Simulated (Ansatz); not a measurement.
Response to strain in CdTe

Take CdTe in the zinc blende structure (space group F-43m, No. 216) as the base.

```yaml
crystal:
  lattice:
    - [0.00000, 3.24436, 3.24436]
    - [3.24436, 0.00000, 3.24436]
    - [3.24436, 3.24436, 0.00000]
  atoms:
    - { symbol: Cd, position: [0.00000, 0.00000, 0.00000] }
    - { symbol: Te, position: [0.25000, 0.25000, 0.25000] }
```

Cartesian axes are those of the cell as printed.

Strains are applied to the cell and any free atomic positions relax.

The values are results of PBEsol, PAW, 420 eV (Ansatz, a first-principles code; spin-orbit coupling left out), not measurements.

Notes on the quantities. energy relative to the base: free energy F; pressure: mean of the normal stresses, compression positive.

| variant | energy relative to the base | band gap | pressure | volume per atom |
|---|---|---|---|---|
| base | 0 meV/atom | 0.65 eV | 0.01 GPa | 34.15 Å³ |
| uniaxial strain ε_zz = −3.00 % | … | 0.67 eV | 1.35 GPa | 33.13 Å³ |
| uniaxial strain ε_zz = −2.00 % | +2.3 meV/atom | 0.66 eV | 0.88 GPa | 33.47 Å³ |
| uniaxial strain ε_zz = −0.50 % | +0.1 meV/atom | 0.65 eV | 0.22 GPa | 33.98 Å³ |
| uniaxial strain ε_zz = +0.50 % | +0.1 meV/atom | 0.63 eV | -0.20 GPa | 34.32 Å³ |
| uniaxial strain ε_zz = +1.00 % | +0.5 meV/atom | 0.61 eV | -0.39 GPa | 34.49 Å³ |
| uniaxial strain ε_zz = +1.50 % | +1.2 meV/atom | 0.59 eV | -0.59 GPa | 34.66 Å³ |
| uniaxial strain ε_zz = +2.00 % | +2.2 meV/atom | 0.57 eV | -0.78 GPa | 34.83 Å³ |
| uniaxial strain ε_zz = +2.50 % | +3.4 meV/atom | 0.55 eV | -0.96 GPa | 35.00 Å³ |
| uniaxial strain ε_zz = +3.00 % | … | 0.53 eV | -1.14 GPa | 35.17 Å³ |

Problem. What belongs in the blanks?

Solution. 
- uniaxial strain ε_zz = −3.00 %, energy relative to the base: +5.2 meV/atom
- uniaxial strain ε_zz = +3.00 %, energy relative to the base: +4.9 meV/atom

With Te present, leaving out spin-orbit coupling can change the band edges. Stability against distortions was not tested.
